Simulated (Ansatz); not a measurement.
# Point defect Cu_B in zinc-blende BAs

Calculation: PBE, PAW (plane waves to 420 eV; Ansatz, a quantum-chemistry and plane-wave program). Cell: 64 sites, 2×2×2; final energies on a 2×2×2 shifted mesh. Site at the start: the B site. Charged cells carry a point-charge image correction with potential alignment at far atoms. Dielectric constants: PBE linear response of the host. Host gap at this level: 1.20 eV. These values are not converged in cell size to better than tenths of an eV. PBE underestimates the host's gap, which shifts levels and can delocalise carriers. Spin–orbit coupling is left out, and no Hubbard U is applied to the open shells. Each state is the lowest found from its start.

| charge | moment (μB) | largest move off a lattice site (Å) | image correction with alignment (eV) | above the lowest spin state (eV) |
|---|---|---|---|---|
| +1† | 1.0 | 0.19 | 0.24 | 0.00 |
| +1† | 1.0 | 0.19 | 0.24 | 0.00 |
| 0† | 2.0 | 0.17 | 0.00 | 0.00 |
| 0 | not spin-polarised | 0.17 | 0.00 | 0.04 |
| −1 | 1.0 | 0.16 | 0.06 | 0.00 |
| −2 | not spin-polarised | 0.14 | 0.45 | 0.00 |

† Not settled in this cell, so no level is given: charge +1: a level filled in part, carriers not clearly localised, level within 0.1 eV of a band edge or past it; charge 0: a level filled in part.

Starting moments that weren't kept: charge +1 began with 3 μB and ended with 1.0.

Transition levels above the valence-band maximum: ε(−1/−2) = 0.87 eV. With a charge missing or unsettled, these needn't be thermodynamic levels.

Flagged in the runs: a doubtful potential alignment.
